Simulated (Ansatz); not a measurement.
## Carrier doping in BP

The reference is BP in the zinc blende structure (space group F-43m, No. 216; a = 4.5483 Å).

Carriers are added at fixed cell with a uniform background; the Fermi–Dirac width is that of 300 K.

Levels (all Ansatz, a quantum-chemistry and plane-wave program, PAW, earlier PAW set): PBE (420 eV, scalar-relativistic without spin-orbit coupling); r2SCAN (500 eV, scalar-relativistic without spin-orbit coupling).

The base cell above is that of PBE; each level relaxes its own structures.

Notes on the quantities. Fermi level from band edge: Fermi level relative to the doped band's edge (positive inside the band; to 0.05 eV).

| case | Fermi level from band edge, PBE | Fermi level from band edge, r2SCAN |
|---|---|---|
| electrons 7.0×10^20 cm⁻³ | +0.20 eV | +0.20 eV |
| electrons 1.5×10^21 cm⁻³ | +0.30 eV | +0.35 eV |
| electrons 2.0×10^21 cm⁻³ | +0.35 eV | ___ |
| electrons 5.0×10^21 cm⁻³ | +0.65 eV | ___ |
| holes 7.0×10^20 cm⁻³ | +0.20 eV | +0.25 eV |
| holes 1.5×10^21 cm⁻³ | +0.35 eV | +0.40 eV |
| holes 2.0×10^21 cm⁻³ | +0.45 eV | ___ |
| holes 5.0×10^21 cm⁻³ | +0.75 eV | ___ |

Problem. What belongs in the blanks?

Solution. 
- electrons 2.0×10^21 cm⁻³, Fermi level from band edge, r2SCAN: +0.40 eV
- electrons 5.0×10^21 cm⁻³, Fermi level from band edge, r2SCAN: +0.65 eV
- holes 2.0×10^21 cm⁻³, Fermi level from band edge, r2SCAN: +0.45 eV
- holes 5.0×10^21 cm⁻³, Fermi level from band edge, r2SCAN: +0.80 eV

The two levels differ by at most about 0.05 eV. Near ties aside, they put the cases in the same order.

Charged cell with a jellium background: band edges are those of the host's band count, energies are not comparable with the neutral cell, and many-body gap narrowing is missing. No phonon test of stability was made.
